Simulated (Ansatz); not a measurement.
Ba2InSbO6 (model structure, started from the Ba2BiTaO6 type, R-3, No. 148, 10 atoms in the cell)

Computed with r²SCAN+SOC (PAW; Ansatz, a first-principles code).

Run with plane-wave cutoff 560 eV, 6×6×6 k mesh, Fermi–Dirac smearing 0.01 eV, PAW data made under PBE.

Cell (relaxed with PBEsol):

```yaml
crystal:
  lattice:
    - [2.92691, 1.68985, 4.76451]
    - [-2.92691, 1.68985, 4.76451]
    - [0.00000, -3.37971, 4.76451]
  atoms:
    - { symbol: Ba, position: [0.74996, 0.74996, 0.74996] }
    - { symbol: Ba, position: [0.25004, 0.25004, 0.25004] }
    - { symbol: Sb, position: [0.50000, 0.50000, 0.50000] }
    - { symbol: In, position: [0.00000, 0.00000, 0.00000] }
    - { symbol: O, position: [0.74023, 0.23558, 0.28303] }
    - { symbol: O, position: [0.25977, 0.76442, 0.71697] }
    - { symbol: O, position: [0.28303, 0.74023, 0.23558] }
    - { symbol: O, position: [0.71697, 0.25977, 0.76442] }
    - { symbol: O, position: [0.23558, 0.28303, 0.74023] }
    - { symbol: O, position: [0.76442, 0.71697, 0.25977] }
```

```yaml
band_gap: 1.86 eV (on the SCF k mesh)
```

Note: the relaxation could raise the start's symmetry but not lower it, so the cell can be a saddle point; cell and atoms aren't relaxed at this level (largest force component 0.17 eV/Å, pressure 1.0 GPa).

Static lattice: no zero-point or thermal effects.

It cost very roughly 10 core-minutes of CPU time.

A model structure was made by putting elements into a prototype or built by hand; it is no filed structure, need not be a known phase, and can be a saddle point held by its symmetry.
